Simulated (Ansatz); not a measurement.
The reference is Re in the hcp (Mg type) structure (space group P6_3/mmc, No. 194; a = 2.7508 Å, c = 4.4414 Å).

Perturbation: Ti replaces 62.5 % of the Re, ordered in a cell of 8 atoms (starting symmetry Pmm2) and fully relaxed.

The other end (x = 1) is Ti in the hcp (Mg type) structure (space group P6_3/mmc, No. 194): 16.73 Å³/atom, gap zero.

Levels (all Ansatz, a first-principles code, PAW): PBEsol (420 eV, scalar-relativistic without spin-orbit coupling); r2SCAN (500 eV, without spin-orbit coupling).

The geometry is relaxed with PBEsol.

```
Quantity           Value
---------------  -------
PBEsol pressure  0.0 GPa
```

Task: How does going to r2SCAN change the pressure?

Result: The pressure goes from zero to 4.7 GPa.

Single points use the geometry relaxed with PBEsol. Their cutoffs differ, which shifts pressures a little. These are small ordered cells, not random alloys; other orderings at the same x differ. No phonon test of stability was made. The final runs are not spin-polarised. Under x(Ti) = 0.625, 8 atoms, Pmm2 the cell changed shape so far that it is another structure.
